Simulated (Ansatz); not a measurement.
The structure below was relaxed with Ansatz (a first-principles code) PBEsol, scalar-relativistic without spin-orbit coupling, at pressure 0.3 GPa.

```
CELL_PARAMETERS angstrom
     -2.88830     2.88830     2.88830
      2.88830    -2.88830     2.88830
      2.88830     2.88830    -2.88830
ATOMIC_POSITIONS crystal
  Cs 0.00000 0.00000 0.00000
```

Problem. Find the space group and the Wyckoff positions.

Solution. Space group Im-3m (No. 229); a = b = c = 5.777 Å, α = β = γ = 90.00°

| atom | site | symmetry | x | y | z |
|---|---|---|---|---|---|
| Cs | 2a | m-3m | 0.0000 | 0.0000 | 0.0000 |

Problem. Describe the coordination.

Solution. The crystal has 2 atoms in its conventional cell. Lattice parameters: a = b = c = 5.777 Å, α = β = γ = 90.00°. Cs is surrounded by 8 Cs at 5.003 Å and 6 Cs at 5.777 Å. (Neighbours: up to the widest gap in distance over summed covalent radii, below 1.35, at either atom.)

Load acts through the strain it causes; cell and atoms are relaxed under it. Stability against distortions was not tested. The cell was made from Cs in the bcc (W type) structure (space group Im-3m, No. 229) by this change: pressure 0.3 GPa.
